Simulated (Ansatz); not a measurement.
Partial pair distribution functions of a relaxed model of amorphous Si₂₄C₁₆N₃₂, broadened by 0.06 Å; density 2.59 g/cm³. All values below come from PBE, scalar-relativistic without spin-orbit coupling (plane waves to 420 eV, PAW; Ansatz, an electronic-structure program).

The cell was made by melting and quenching with the CHGNet potential and then relaxed with DFT. N atoms were pushed apart under 1.9 Å during the dynamics, to hinder bonds among them. The hot cell started wider than the set density and was brought back towards it in steps. It is the lowest in DFT energy of 2 quenches. It is a model cell: composition and starting density were chosen by hand, and all elements were melted together. No dispersion term was used. Its density started from a set value of 2.40 and ended at 2.59 g/cm³. The simulated quench (nominally 470 K/ps over its main leg) is rapid and tends to freeze in more defects than a deposited or slowly cooled glass has. One small periodic cell is one sample of the glass; other quenches scatter about these values. Volume and shape were free in the relaxation. On a 2×2×2 Γ-centred mesh force components of up to 0.23 eV/Å stay, since the relaxation ran on the zone centre alone.

| r (Å) | g Si-N | g Si-C | g Si-Si | g C-C |
|---|---|---|---|---|
| 1.15 | 0.00 | 0.00 | 0.00 | 0.01 |
| 1.25 | 0.00 | 0.00 | 0.00 | 1.02 |
| 1.35 | 0.00 | 0.00 | 0.00 | 8.54 |
| 1.45 | 0.00 | 0.00 | 0.00 | 9.11 |
| 1.55 | 0.29 | 0.00 | 0.00 | 2.20 |
| 1.65 | 4.03 | 0.02 | 0.00 | 0.08 |
| 1.75 | 10.90 | 0.71 | 0.00 | 0.00 |
| 1.85 | 4.85 | 2.79 | 0.00 | 0.00 |
| 1.95 | 0.69 | 3.39 | 0.00 | 0.00 |
| 2.05 | 0.14 | 1.13 | 0.00 | 0.01 |
| 2.15 | 0.10 | 0.04 | 0.03 | 0.42 |
| 2.25 | 0.01 | 0.05 | 0.29 | 2.56 |
| 2.35 | 0.00 | 0.40 | 0.51 | 1.90 |
| 2.45 | 0.03 | 0.46 | 0.76 | 0.92 |
| 2.55 | 0.10 | 0.55 | 1.09 | 0.68 |
| 2.65 | 0.11 | 0.80 | 0.94 | 0.18 |
| 2.75 | 0.23 | 1.75 | 1.07 | 0.00 |
| 2.85 | 0.45 | 2.08 | 1.29 | 0.05 |
| 2.95 | 0.71 | 1.11 | 2.06 | 0.45 |
| 3.05 | 0.88 | 0.23 | 2.73 | 0.66 |
| 3.15 | 0.93 | 0.46 | 1.80 | 0.85 |
| 3.25 | 0.86 | 0.62 | 1.70 | 0.75 |
| 3.35 | 0.78 | 0.99 | 1.47 | 0.41 |
| 3.45 | 1.27 | 0.79 | 0.99 | 0.36 |
| 3.55 | 1.20 | 0.85 | 0.56 | 0.49 |
| 3.65 | 1.10 | 0.71 | 0.27 | 1.02 |
| 3.75 | 1.25 | 0.87 | 0.63 | 1.32 |
| 3.85 | 1.36 | 1.01 | 0.67 | 1.72 |
| 3.95 | 1.30 | 1.51 | 0.58 | 1.95 |
| 4.05 | 1.11 | 1.60 | 0.56 | 1.46 |
| 4.15 | 1.24 | 1.37 | 1.10 | 0.89 |
| 4.25 | 1.13 | 1.48 | 1.55 | 0.66 |
| 4.35 | 1.07 | 1.17 | 1.29 | 0.73 |
| 4.45 | 1.39 | 1.01 | 0.98 | 0.78 |
| 4.55 | 1.33 | 1.14 | 0.97 | 0.94 |

Within 2.22 Å each Si has 3.12 N neighbours on average.
